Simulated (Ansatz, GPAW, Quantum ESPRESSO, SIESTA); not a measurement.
# One structure in several programs: Rb (Im-3m, 1 atom in the cell)

Self-consistent single point.

```yaml
crystal:
  lattice:
    - [-2.78262, 2.78262, 2.78262]
    - [2.78262, -2.78262, 2.78262]
    - [2.78262, 2.78262, -2.78262]
  atoms:
    - { symbol: Rb, position: [0.00000, 0.00000, 0.00000] }
```

Shared settings, as Ansatz (an electronic-structure program) writes them: kpoints.mp_grid.grid = 6 6 6; scf.occupations.method = gaussian; scf.occupations.width = 0.02 Ry. Potentials and cutoffs stand in the table.

| code | model | pressure (GPa) | cutoff |
|---|---|---|---|
| Ansatz | PBE, PAW files | 0.19 | 30.9 Ry |
| Quantum ESPRESSO | PBE, PSlibrary PAW (PBE) pseudopotentials | 0.19 | 40 Ry |
| SIESTA | GGA PBE, numerical atomic orbitals DZP, PseudoDojo PBE standard norm-conserving potentials (rewritten from UPF to PSML) | 0.42 | grid 350 Ry |
| GPAW | PBE, GPAW PAW datasets PBE (gpaw-data 1.0.1) | 0.18 | 600 eV |

The spread over the programs that give each value: pressure within 0.24 GPa.

SIESTA uses small atom-centred bases, whose incompleteness enters pressures, forces and empty levels differently from a plane-wave cutoff. Ansatz's pressure is given at a fixed set of plane waves, as the other plane-wave codes print theirs.

On the base mesh (11 11 11) the same programs gave: Ansatz pressure 0.18 GPa; Quantum ESPRESSO pressure 0.17 GPa; GPAW pressure 0.17 GPa; SIESTA pressure 0.40 GPa.

The starting cell has typed, rounded lattice constants, without a prior relaxation at this level. Its lattice was rescaled by a random factor within 2.5 % of one.

Left out of this page: ABINIT (with a known weakness of the program); CP2K (on another mesh); Elk and FLEUR (not drawn, or without a comparable value).

Keys are those of Ansatz 0.2.
